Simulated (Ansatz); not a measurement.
The structure below was relaxed with Ansatz (a first-principles code) PBEsol-D3(BJ), no spin-orbit coupling.

Space group Pm-3m (No. 221); a = b = c = 2.7567 Å, α = β = γ = 90.00°

| atom | site | symmetry | x | y | z |
|---|---|---|---|---|---|
| Se | 1b | m-3m | 0.5000 | 0.5000 | 0.5000 |

Problem. Write out a cell with all atoms.

Solution. 
```xyz
1
Lattice="2.7567 0.0000 0.0000 0.0000 2.7567 0.0000 0.0000 0.0000 2.7567" Properties=species:S:1:pos:R:3 pbc="T T T"
Se     1.3783     1.3783     1.3783
```
This is the conventional cell.

Stability against distortions was not tested. The cell was made from As by this change: As → Se; the result is a model cell, its experimental status unchecked. This is not the structure that Se has at room temperature and ambient pressure.
